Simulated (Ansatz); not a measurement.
**Band gap of diamond and zinc-blende semiconductors: measurement against PBEsol**

Computed values from Ansatz (plane waves, PAW); cells keep the symmetry of their structure type. Ansatz (a program for electronic structure) is a plane-wave DFT program; potentials: the later of its two PAW sets. No spin-orbit coupling. Gaps are read at band edges searched over the zone in cells relaxed at that level.

Here x stands for PBEsol gap and y for measured gap.

```csv
solid,PBEsol gap (eV),measured gap (eV),basis of the measured value
GaAs,0.42,1.57,"low temperature, zero-point corrected"
InP,0.57,1.47,"low temperature, zero-point corrected"
CdTe,0.65,1.63,"unstated, zero-point corrected"
AlAs,1.34,2.28,"low temperature, zero-point corrected"
AlP,1.45,2.54,"low temperature, zero-point corrected"
ZnS,2.09,?,"low temperature, zero-point corrected"
```

Fit y of the 5 rows that show it with a straight line. With u = x - 0.9, the rows have u = -0.4800, -0.3300, -0.2500, 0.4400, 0.5500. Means: u -0.014000, y 1.898. About the means, the sum of products is 0.88686 and the sum of squares of u is 0.89692; the slope is their ratio. Least squares gives y = 1.912 + 0.989·u. Residuals (row less fit): 0.133, -0.116, -0.035, -0.067, 0.084; standard error 0.121 (degrees of freedom: 3). The slope is 0.989 with a standard error of 0.13. Before the fit, PBEsol less measured has mean -1.012, mean absolute 1.012 and median absolute 0.980 eV over these 5 rows.

Task: What does the fit predict for y at x = 2.09, and how far is the measured value from it?

Result: u = 1.1900, so y = 1.912 + 0.989 × 1.1900 = 3.089 eV. The measured value is 3.94 eV, 0.851 eV above the prediction (34.5 % of the range of y in the table). The row lies outside the fitted rows, so this is an extrapolation. From the scatter of the fitted rows alone, a prediction at this place has a standard error of 0.203 eV, so the miss is 4.2 times that.

Plain PBEsol misses this row by -1.85 eV. Spin-orbit coupling is left out, which can shift this property for GaAs, InP, CdTe, AlAs. The rows are a random draw of 6 from the 6 solids that have both values on this basis (zero-point corrected by the source), of 20 computed in this series. Not drawn: V to Ni and open 4f shells, rows kept for tests, unfit runs, cells that left their space group, values derived or compiled from fits, values whose temperature is given only as extrapolated, encyclopaedia, home-page and unnamed sources, sources from 2025 on, runs on another kind of cell, cells with moments, not at rest, warned of a lower state, or off the usual phase with no note on it here. Optical and fundamental gaps aren't told apart in the measured column. Measured values as quoted by these papers, many of them computational: GaAs Wei Chen et al., Physical Review Materials (2018), doi:10.1103/physrevmaterials.2.073803; InP Wei Chen et al., Physical Review Materials (2018), doi:10.1103/physrevmaterials.2.073803; CdTe Anna Miglio et al., npj Computational Materials (2020), arXiv:2011.12765; AlAs Wei Chen et al., Physical Review Materials (2018), doi:10.1103/physrevmaterials.2.073803; AlP Wei Chen et al., Physical Review Materials (2018), doi:10.1103/physrevmaterials.2.073803; ZnS Wei Chen et al., Physical Review Materials (2018), doi:10.1103/physrevmaterials.2.073803.
